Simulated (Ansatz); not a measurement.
FeCo (Cmmm, No. 65, 2 atoms in the cell; start mp-1225016; a measured phase of this formula has another space group)

The numbers are results of LDA (Ansatz, a program for electronic structure, plane waves, PAW), not measurements.

Settings: plane-wave cutoff 520 eV, 24×24×14 k mesh (along the axes of the cell as run), Fermi–Dirac smearing 0.05 eV, spin-polarised start, scalar-relativistic PAW data made under PBE.

Cell (relaxed at this level):

```yaml
crystal:
  lattice:
    - [1.36868, -1.96486, 0.00000]
    - [1.36868, 1.96486, 0.00000]
    - [0.00000, 0.00000, 3.89870]
  atoms:
    - { symbol: Fe, position: [0.50000, 0.50000, 0.50000] }
    - { symbol: Co, position: [0.00000, 0.00000, 0.00000] }
```

* **band gap**: none
* **bulk modulus**: 242 GPa

Note: the magnetic order was assumed, not searched for or taken from measurement; the relaxation could not lower the start's symmetry, so the cell can be a saddle point above a distorted one; the bulk modulus is −V dP/dV from two relaxed cells at ±2 % in volume.

Computed values are for the static lattice.

Computing time: around 10 core-minutes (rough).

A start named mp-… is a Materials Project structure, which need not be a measured phase.
